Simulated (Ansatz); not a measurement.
The parent structure is SiO2 in the rutile structure (space group P4_2/mnm, No. 136).

```
SiO2
1.0
    4.23588     0.00000     0.00000
    0.00000     4.23588     0.00000
    0.00000     0.00000     2.68991
Si O
2 4
Direct
  0.50000   0.50000   0.50000
  0.00000   0.00000   0.00000
  0.80699   0.80699   0.50000
  0.30699   0.69301   0.00000
  0.69301   0.30699   0.00000
  0.19301   0.19301   0.50000
```

Method: PBE/PAW in Ansatz (a program for electronic structure), no spin-orbit coupling, earlier PAW set.

For the base:

- Valence-band top at Γ = 0.00, -0.85, -0.85 eV
- Band gap = 5.05 eV
- Lattice parameter a = 423.6 pm

One thing is altered: a hydrostatic pressure of 7 GPa.

### Question
What happens to the valence-band top at Γ, band gap and lattice parameter a?

### Answer
The valence-band top at Γ (three highest levels, from the VBM) becomes 0.00, -0.88, -0.88 eV (base: 0.00, -0.85, -0.85 eV); the band gap increases by 0.37 eV to 5.42 eV; the lattice parameter a falls by 4.4 pm to 419.2 pm.

Load acts through the strain it causes; cell and atoms are relaxed under it. Whether these cells are dynamically stable was not tested. Competing high-pressure phases were not computed.
